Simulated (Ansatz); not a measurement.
Given:

```yaml
crystal:
  lattice:
    - [0.00000, 2.41450, 2.41450]
    - [2.41450, 0.00000, 2.41450]
    - [2.41450, 2.41450, 0.00000]
  atoms:
    - { symbol: Y, position: [0.00000, 0.00000, 0.00000] }
    - { symbol: N, position: [0.50000, 0.50000, 0.50000] }
```

The numbers are results of r2SCAN, rigid bands (plane waves, PAW, scalar-relativistic; Ansatz, a first-principles code), not measurements. Condition of this run: hydrostatic pressure of 3 GPa (compression positive) (the target of the relaxation). Geometry: cell and atoms relaxed with PBEsol, then loaded as said.

Question: Predict the hole conductivity mass (n e² τ/σ) at 300 K, by direction if it differs.

Answer: 0.50 mₑ.

Question: What conductivity effective mass do dilute electrons have at 300 K?

Answer: 0.21 mₑ.

Question: And the band gap?

Answer: 0.51 eV at this level; semilocal functionals usually fall short of the measured gap.

Rigid bands, one relaxation time for all states, no polarons. Spin-orbit coupling is left out; where it splits the top of the valence band it changes the hole mass and lowers the gap by about a third of the splitting. Geometry: cell and atoms relaxed with PBEsol.
